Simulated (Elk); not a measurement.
Elk run on ZrN (F-43m, 2 atoms in the cell): self-consistent single point.

Method: LDA (PW92), spin-orbit coupling in second variation, all-electron FP-LAPW, Elk's shipped species files, APW+lo basis with extra local orbitals (Elk).

```yaml
crystal:
  lattice:
    - [0.00000, 2.49538, 2.49538]
    - [2.49538, 0.00000, 2.49538]
    - [2.49538, 2.49538, 0.00000]
  atoms:
    - { symbol: Zr, position: [0.00000, 0.00000, 0.00000] }
    - { symbol: N, position: [0.75000, 0.75000, 0.75000] }
```

Reference input (self-consistent single point, DFT, LDA (PW92), all-electron FP-LAPW, Elk's shipped species files, APW+lo basis with extra local orbitals): rgkmax = 7.5; swidth = 0.00367493 Ha; ngridk = 11 11 11; gmaxvr = 14 1/bohr; nxlo = 2; lorbcnd = true; rmtscf = 0.87; lmaxi = 2; maxscl = 100. This run's input differs from it in these lines:

```diff
@@ -2,2 +2,5 @@
   0
+
+spinorb
+  .true.
 
@@ -20,2 +23,5 @@
   2
+
+nempty
+  10
```

Output, abridged:

```
│ Self-consistent loop started │
│ Loop number : 1 │
 total energy                :     -3651.70811724
 total moment                :   0.5535989975E-19 -0.9408529116E-20  0.2332459136E-20
│ Loop number : 2 │
 total energy                :     -3651.77302199
 total moment                :  -0.2630934818E-19  0.5883630846E-19  0.1126608083E-19
RMS change in Kohn-Sham potential (target) :   0.2425364128     (  0.1000000000E-05)
Absolute change in total energy (target)   :   0.6490474838E-01 (  0.1000000000E-03)
│ Loop number : 3 │
 total energy                :     -3651.99073741
   [... lines left out ...]
 total energy                :     -3649.81389053
 total moment                :   0.2665395300E-20 -0.9387686034E-20 -0.5948365003E-21
RMS change in Kohn-Sham potential (target) :   0.8383965319E-06 (  0.1000000000E-05)
Absolute change in total energy (target)   :   0.4280406224E-03 (  0.1000000000E-03)
│ Loop number : 15 │
 total energy                :     -3649.81384213
 total moment                :  -0.1956634861E-19 -0.4021963338E-19  0.3690608090E-20
RMS change in Kohn-Sham potential (target) :   0.9236840213E-07 (  0.1000000000E-05)
Absolute change in total energy (target)   :   0.5860766851E-04 (  0.1000000000E-03)
Convergence targets achieved

│ Loop number : 16 │

Energies :
 Fermi                       :     0.366882952550
 xc effective B-field        :    -0.484521938362E-10
 external B-field            :     -0.00000000000
 total energy                :     -3649.81383872
 (external B-field energy excluded from total)

Density of states at Fermi energy :    18.47839652
 (states/Hartree/unit cell)

Estimated indirect band gap :   0.5949599995E-02
 from k-point     70 to k-point     23
Estimated direct band gap   :   0.5583221728E-01
 at k-point     87

Charges :
 core                        :    30.00000000
 valence                     :    17.00000000
 interstitial                :    4.011823594
 muffin-tins (core leakage)
  species :    1 (Zr)
   atom    1                 :    37.15690386     (  0.3179965335E-04)
  species :    2 (N)
   [... lines left out ...]
 muffin-tins
  species :    1 (Zr)
   atom    1                 :  -0.3874048005E-20 -0.2825453073E-20 -0.3998377992E-21
  species :    2 (N)
   atom    1                 :   0.6436947246E-21  0.1615315783E-21 -0.1122809546E-20
 total in muffin-tins        :  -0.3230353280E-20 -0.2663921495E-20 -0.1522647345E-20
 total moment                :  -0.8705081651E-20 -0.1085942884E-19 -0.2724302570E-20

│ Self-consistent loop stopped │
```

The run converged in 16 iterations. The count includes the last loop, which Elk runs after its targets are met. 

The starting cell comes from a database of computed structures (which also holds hypothetical and non-ambient phases and stackings), without a prior relaxation at this level. Values depend on the basis (sphere radii, cutoffs, local orbitals), which need not be converged. The log's line on a gap gives a spacing of levels on this mesh, which the program prints for metals too.
